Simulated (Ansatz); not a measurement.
## AlH₃ (R-3c, No. 167, 8 atoms in the cell; start mp-23933)

Method: r²SCAN in Ansatz (plane waves, PAW).

Settings: plane-wave cutoff 500 eV, 12×12×12 k mesh, Fermi–Dirac smearing 0.05 eV, scalar-relativistic PAW data made under PBE.

Cell (relaxed at this level):

```cif
data_H18Al6
_chemical_formula_sum 'Al6 H18'
_space_group_name_H-M_alt 'R-3c :H'
_space_group_IT_number 167
_space_group_name_Hall '-R 3 2"c'
_cell_length_a 4.43259
_cell_length_b 4.43259
_cell_length_c 11.76153
_cell_angle_alpha 90.000
_cell_angle_beta 90.000
_cell_angle_gamma 120.000
loop_
_atom_site_label
_atom_site_type_symbol
_atom_site_symmetry_multiplicity
_atom_site_Wyckoff_symbol
_atom_site_fract_x
_atom_site_fract_y
_atom_site_fract_z
_atom_site_occupancy
Al1 Al 6 b 0.00000 0.00000 0.00000 1
H1 H 18 e 0.37263 0.37263 0.25000 1
```
(The calculation used a cell of 8 atoms; values per cell refer to that cell.)

```json
{
 "band_gap": "3.01 eV (on the SCF k mesh)"
}
```

Note: the relaxation could not lower the start's symmetry, so the cell can be a saddle point above a distorted one.

A start named mp-… is a Materials Project structure, which need not be a measured phase.

Ansatz is an electronic-structure program.
